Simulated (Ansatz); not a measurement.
## Ta: x(Hf) = 0.25, 4 atoms, Immm

Take Ta in the bcc (W type) structure (space group Im-3m, No. 229; a = 3.3048 Å) as the base.

The other end (x = 1) is Hf in the bcc (W type) structure (space group Im-3m, No. 229; a model cell): 22.16 Å³/atom, gap zero; this end may not be an ambient phase.

It is then changed as follows: Hf replaces 25.0 % of the Ta, ordered in a cell of 4 atoms (starting symmetry Immm) and fully relaxed.

All numbers come from r2SCAN, PAW, 500 eV (Ansatz, a first-principles code; spin-orbit coupling left out). k-mesh 17×17×17 (Γ-centred); smearing 0.05 eV (Fermi–Dirac), for the changed cell.

- Volume per atom: 18.95 Å³ (base 18.05 Å³)
- Density: 15.80 g/cm³ (base 16.65 g/cm³)
- Band gap: zero (base zero)
- Mixing energy: +0.05 eV/atom (to 0.01 eV only: unlike meshes or grids)
- Deviation of the volume from the linear (Vegard-type) interpolation: -0.7 %

These are small ordered cells, not random alloys; other orderings at the same x differ. Stability against distortions was not tested. The final runs are not spin-polarised. An odd electron count without spin: HfTa3. This is not the structure that Hf has at room temperature and ambient pressure.
